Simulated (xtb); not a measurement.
xtb 6.7.1, GFN2-xTB: B(OMe)(SiH3)2 (COB([SiH3])[SiH3]), 14 atoms. The geometry is a generated start, not checked to be a minimum at this level.

```json
{
 "method": "GFN2-xTB",
 "--acc": "1 (default)",
 "--etemp (K)": "300 (default)",
 "detailed input (--input)": "none: ANC optimiser, Lindh (1995) Hessian, microcycle=20, maxdispl=1.0, hlow=0.01 (default)",
 "basis_functions": "41",
 "valence_electrons": "30"
}
```

```xyz
14

B      0.2320    -0.0559     0.2325
O     -0.2950    -1.1875    -0.2384
C     -1.2938    -1.3271    -1.2188
H     -1.7170    -0.3626    -1.5175
H     -0.8603    -1.8207    -2.0904
H     -2.0881    -1.9637    -0.8231
Si     1.6520    -0.4193     1.5739
H      1.4413    -1.6342     2.3790
H      1.8397     0.6653     2.5503
H      2.9807    -0.5947     0.9588
Si    -0.3428     1.7652    -0.3323
H     -1.5156     2.2377     0.4249
H     -0.7343     1.9185    -1.7529
H      0.7011     2.7791    -0.1461
```

The structure is relaxed from this start with --opt LEVEL for the levels crude, sloppy, loose, lax, normal, tight, vtight, extreme, once each. Up to the end of the extreme run atoms move by at most 0.59 Å along an axis.

Problem. What is the loosest level that ends within 1 meV of the extreme run, and how many cycles does it take?

Solution. lax: 19 cycles against 44, ending 0.72 meV above.

```json
[
 {"level": "crude", "cycles": "1", "energy above the extreme run (meV)": "18", "gradient norm (eV/Å)": "0.18"},
 {"level": "sloppy", "cycles": "1", "energy above the extreme run (meV)": "18", "gradient norm (eV/Å)": "0.18"},
 {"level": "loose", "cycles": "1", "energy above the extreme run (meV)": "18", "gradient norm (eV/Å)": "0.18"},
 {"level": "lax", "cycles": "19", "energy above the extreme run (meV)": "0.72", "gradient norm (eV/Å)": "0.054"},
 {"level": "normal", "cycles": "22", "energy above the extreme run (meV)": "0.41", "gradient norm (eV/Å)": "0.0100"},
 {"level": "tight", "cycles": "23", "energy above the extreme run (meV)": "0.39", "gradient norm (eV/Å)": "0.015"},
 {"level": "vtight", "cycles": "37", "energy above the extreme run (meV)": "0.013", "gradient norm (eV/Å)": "0.0020"},
 {"level": "extreme", "cycles": "44", "energy above the extreme run (meV)": "—", "gradient norm (eV/Å)": "0.00094"}
]
```
